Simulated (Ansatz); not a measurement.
Consider HfO2 in the fluorite structure (space group Fm-3m, No. 225; a = 5.058 Å).

Method: r2SCAN/PAW in Ansatz (a program for electronic structure), no spin-orbit coupling.

Carriers are added at fixed cell with a uniform background; the Fermi–Dirac width is that of 300 K.

One change was made to it. Results:

The gap between the host's bands rises by 0.06 eV (4.30 eV → 4.36 eV); the Fermi level relative to the doped band's edge (positive inside the band; to 0.05 eV) comes out as +0.15 eV; the gap character remains direct at X.

Problem. Name the change that was made.
A. holes 1.5×10^21 cm⁻³
B. electrons 1.5×10^21 cm⁻³
C. holes 1.0×10^22 cm⁻³
D. electrons 2.0×10^22 cm⁻³

Solution. A, holes 1.5×10^21 cm⁻³. For comparison, the gap between the host's bands in the other runs: electrons 2.0×10^22 cm⁻³ gives 4.31 eV; holes 1.0×10^22 cm⁻³ gives 4.67 eV; electrons 1.5×10^21 cm⁻³ gives 4.30 eV.

Carriers are added with a uniform compensating background; total energy and stress of such cells depend on the potential's zero and are not compared; many-body gap narrowing is missing at this level. Spin-orbit coupling, missing from the scalar runs, can matter with Hf. No phonon test of stability was made. This is not the structure that HfO2 has at room temperature and ambient pressure.
